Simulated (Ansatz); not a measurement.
## TiAl2, response to strain

Take TiAl2 (space group I4_1/amd, No. 141; a = 3.9350 Å, c = 24.1122 Å; a cell from a computed database, its experimental status unchecked) as the base. Axes: x, y, z lie along a, b, c of the conventional cell.

Strains are applied to the cell and any free atomic positions relax; under stress the whole cell relaxes.

Computed with PBEsol in Ansatz (plane waves to 420 eV, PAW, no SOC).

Notes on the quantities. energy relative to the base: free energy F.

```csv
case,energy relative to the base,volume per atom
base,0 meV/atom,15.56 Å³
isotropic strain +5.64 %,+135 meV/atom,18.34 Å³
uniaxial strain ε_yy = −5.94 %,+39 meV/atom,14.63 Å³
tensor shear ε_yz = +1.85 %,+6.2 meV/atom,15.55 Å³
"uniaxial stress, 2 GPa tension along z",…,…
```

Question: Some entries are withheld; estimate them.

Answer: 
- uniaxial stress, 2 GPa tension along z, energy relative to the base: +1.0 meV/atom
- uniaxial stress, 2 GPa tension along z, volume per atom: 15.65 Å³

Without a gap, meshes like the base's 13×13×13 leave anisotropic stresses uncertain by several tenths of a GPa, and small strain energies with them. Beyond what the load breaks, stability against distortions was not tested. The final runs are not spin-polarised.

Ansatz is a program for electronic structure.
